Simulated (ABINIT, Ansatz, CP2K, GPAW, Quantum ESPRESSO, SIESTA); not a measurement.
# One structure in several programs: SiNi (Pmmn, 4 atoms in the cell)

Self-consistent single point.

```xyz
4
Lattice="2.9531 0.0000 0.0000 0.0000 3.2918 0.0000 0.0000 0.0000 4.6938" Properties=species:S:1:pos:R:3 pbc="T T T"
Si     0.0000     0.0000     0.7363
Si     1.4765     1.6459     3.9575
Ni     0.0000     0.0000     3.0862
Ni     1.4765     1.6459     1.6076
```

All programs got the same cell, k-point mesh and kind of occupations (in Ansatz's words: kpoints.mp_grid.grid = 8 7 5; scf.occupations.method = fermi_dirac; scf.occupations.width = 0.05 eV); potentials, basis and cutoffs are each program's usual ones.

| code | model | pressure (GPa) | largest force (eV/Å) | k-points | cutoff |
|---|---|---|---|---|---|
| SIESTA | GGA PBEsol, numerical atomic orbitals DZP, PseudoDojo PBEsol standard norm-conserving potentials (rewritten from UPF to PSML) | -2.90 | 0.122 | 143 | grid 350 Ry |
| ABINIT | PBEsol, norm-conserving pseudopotentials (PseudoDojo nc-sr-04 PBEsol standard) | -2.05 | 0.095 | 60 | 1333 eV |
| Quantum ESPRESSO | PBEsol, PSlibrary PAW (PBE) pseudopotentials | -2.30 | 0.089 | 60 | 50 Ry |
| Ansatz | PBEsol, PAW files made with PBE | -2.00 | 0.098 | 60 | default |
| CP2K | PBEsol, GPW, DZVP-MOLOPT-SR-GTH basis, GTH-PBE potentials (GTH_POTENTIALS) | -0.23 | 0.179 | 141 | grid 600 Ry |
| GPAW | PBEsol, GPAW PAW datasets PBEsol (made by gpaw-setup) | -0.04 | 0.092 | 60 | 800 eV |

Size of the force on each atom (eV/Å): Sizes of forces hide their directions.

```
code                Si1    Si2    Ni3    Ni4
----------------  -----  -----  -----  -----
SIESTA            0.122  0.122  0.013  0.013
ABINIT            0.095  0.095  0.003  0.003
Quantum ESPRESSO  0.089  0.089  0.006  0.006
Ansatz            0.098  0.098  0.006  0.006
CP2K              0.179  0.178  0.041  0.033
GPAW              0.092  0.092  0.017  0.017
```

The spread over the programs that give each value: pressure within 2.86 GPa; largest force within 0.090 eV/Å.

The starting cell comes from a database of computed structures (which also holds hypothetical and non-ambient phases and stackings), without a prior relaxation at this level. Its lattice was rescaled by a random factor within 2.5 % of one. On Ansatz's run: Spin polarisation is off.

Task: Why do the programs differ, and what cannot be compared?

Result: Differences of this kind can come from the potentials, where these differ, and from what each basis and cutoff leave unconverged. The valence holds different numbers of electrons (SIESTA 44, ABINIT 44, Quantum ESPRESSO 28, Ansatz (a program for electronic structure) 44, CP2K 44, GPAW 40). The zero of total energies and Fermi levels follows the potentials and each program's conventions, so they are not compared here. SIESTA and CP2K use small atom-centred bases, whose incompleteness enters pressures, forces and empty levels differently from a plane-wave cutoff. Ansatz's pressure is given at a fixed set of plane waves, as the other plane-wave codes print theirs; with its correction for the finite basis it is -1.96 GPa. The programs reduce the same mesh by symmetry to different extents, which changes the work and not the result. In the pressure, CP2K (by 1.79) and GPAW (by 1.99) lie more than 1 GPa from the median of the plane-wave programs. In the force vectors, CP2K (by 0.085) lies more than 0.08 eV/Å from the median of the plane-wave programs.

Left out of this page: Elk and FLEUR (not drawn, or without a comparable value).

Keys are those of Ansatz 0.2.
